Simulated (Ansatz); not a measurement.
## How far a parabola holds: energy against volume of rock-salt VN (cubic form, which distorts at low temperature)

Results of LDA (Ansatz, a program for electronic structure, PAW) for rock-salt VN (cubic form, which distorts at low temperature). Numerical settings: plane-wave cutoff 520 eV, 22×22×22 k mesh, Fermi–Dirac smearing 0.05 eV, no spin polarisation, scalar-relativistic PAW data made under PBE. The cell has no free parameter but its volume, all volumes share cutoff and mesh, and the runs aren't spin-polarised. Energies are free energies at the run's smearing, counted from the lowest row; static lattice.

```csv
V (Å³/atom),E (meV/atom)
7.926,16.20
8.091,3.90
8.256,0.00
8.421,3.65
8.586,14.09
8.752,?
```

Using a parabola, estimate the missing E at V = 8.752 from the other rows, showing the fit.

With u = V - 8.26, the rows have u = -0.33400, -0.16900, -0.00400, 0.16100, 0.32600. Least squares gives E = -0.016 - 1.596·u + 139.132·u². Residuals (row less fit): 0.162, -0.327, 0.007, 0.317, -0.160; standard error 0.360 (degrees of freedom: 2). The fitted curve has its minimum at V = 8.27, where E = -0.02. Its curvature is d²E/dV² = 2 × 139.132 meV/Å⁶, so B = V0·d²E/dV² × 0.1602 = 369 GPa. At the withheld row, u = 0.49200, so E = -0.016 - 1.596 × 0.49200 + 139.132 × 0.49200² = 32.878 meV/atom. The calculation gives 30.65 meV/atom, 2.228 meV/atom below the prediction (7.3 % of the range of E in the table). The row lies outside the fitted rows, so this is an extrapolation. From the scatter of the fitted rows alone, a prediction at this place has a standard error of 0.855 meV/atom, so the miss is 2.6 times that.

The residuals are curvature that a parabola lacks, not noise. A solid that stiffens under compression and softens on expansion lies above the parabola at the compressed end and under it at the expanded end, as this row does. A third-order Birch-Murnaghan fit to the whole scan has B0 = 366 GPa. Only scans are tabulated whose curvature falls smoothly with volume, and where the parabola meets the shown rows within 5 % of their range and misses the end by 0.1 meV or more.

Measured, for comparison: bulk modulus 265 ± 5 GPa (room temperature, no zero-point or thermal correction, sources range from 265 to 300; as tabulated in Synthesis of Binary Transition Metal Nitrides, Carbides and Borides from the …). Computed less measured: bulk modulus +38 % (+22 % to +38 % over the range).

Note: symmetry holds this phase in the static calculation, where it need not be a minimum.
